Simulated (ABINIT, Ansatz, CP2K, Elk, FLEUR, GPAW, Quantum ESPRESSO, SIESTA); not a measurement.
# Code comparison for Na (Im-3m, 1 atom in the cell)

Self-consistent single point, at a second geometry (lattice scaled by 0.98). First geometry:

```yaml
crystal:
  lattice:
    - [-2.13000, 2.13000, 2.13000]
    - [2.13000, -2.13000, 2.13000]
    - [2.13000, 2.13000, -2.13000]
  atoms:
    - { symbol: Na, position: [0.00000, 0.00000, 0.00000] }
```

Shared settings, as Ansatz (a first-principles code) writes them: kpoints.mp_grid.grid = 9 9 9; scf.occupations.method = fermi_dirac; scf.occupations.width = 0.1 eV. Potentials and cutoffs stand in the table.

```tsv
code	model	ΔF from the first geometry (meV/atom)	pressure (GPa)	cutoff
SIESTA	GGA PBE, numerical atomic orbitals DZP, PseudoDojo PBE standard norm-conserving potentials (rewritten from UPF to PSML)	3.0	0.49	grid 300 Ry
Quantum ESPRESSO	PBE, SSSP 1.1.2 efficiency (PBE) pseudopotentials	-1.2	0.14	40 Ry
FLEUR	PBE, all-electron FLAPW (FLEUR), scalar-relativistic valence	-1.4	–	Kmax 3.8 1/bohr
ABINIT	PBE, norm-conserving pseudopotentials (PseudoDojo nc-sr-05 PBE standard)	-1.3	0.14	1197 eV
Elk	PBE, all-electron FP-LAPW, Elk's shipped species files, LAPW+lo basis	-2.3	–	rgkmax 7.5
Ansatz	PBE, default PAW files	-1.5	0.12	default
GPAW	PBE, GPAW PAW datasets PBE (gpaw-data 1.0.1)	-1.3	0.14	800 eV
CP2K	PBE, GPW, DZVP-MOLOPT-SR-GTH basis, GTH-PBE potentials (GTH_POTENTIALS)	2.7	0.46	grid 950 Ry
```

A dash marks a value that a program does not give, or that is left out as unsure.

The spread over the programs that give each value: ΔF from the first geometry within 5.3 meV/atom; pressure within 0.37 GPa.

SIESTA and CP2K use small atom-centred bases, whose incompleteness enters pressures, forces and empty levels differently from a plane-wave cutoff. FLEUR and Elk treat all electrons, but the usual bases taken here (sphere radii, linearisation, local orbitals, empty states) were not tested for convergence, so the values are no reference for the others. Ansatz's pressure is given at a fixed set of plane waves, as the other plane-wave codes print theirs.

The starting cell has typed, rounded lattice constants, without a prior relaxation at this level. For this run, on top of that: lattice scaled by 0.98.

Keys are those of Ansatz 0.2.
